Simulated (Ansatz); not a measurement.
System: quartz-high SiO2 (high-temperature phase). Method: r²SCAN-D4 in Ansatz (PAW).

Settings: plane-wave cutoff 560 eV, 12×12×6 k mesh (along the axes of the cell as run), Fermi–Dirac smearing 0.01 eV, scalar-relativistic PAW data made under PBE.

Computed at the level's own relaxed cell.

What does this level give for the band gap, bulk modulus B0, pressure derivative B′ of the bulk modulus and lattice parameter c?


- band gap: 6.30 eV (indirect)
- bulk modulus B0: 140 GPa
- pressure derivative B′ of the bulk modulus: 2.1
- lattice parameter c: 5.539 Å

Note: symmetry holds this phase in the static calculation, where it need not be a minimum; held by symmetry at 0 K, a high-temperature phase can be a saddle point; the bulk modulus comes from volumes at which shape and atoms were relaxed.

Static lattice: no zero-point or thermal effects.

It cost roughly 24 core-minutes of CPU time.

Ansatz is a program for electronic structure.
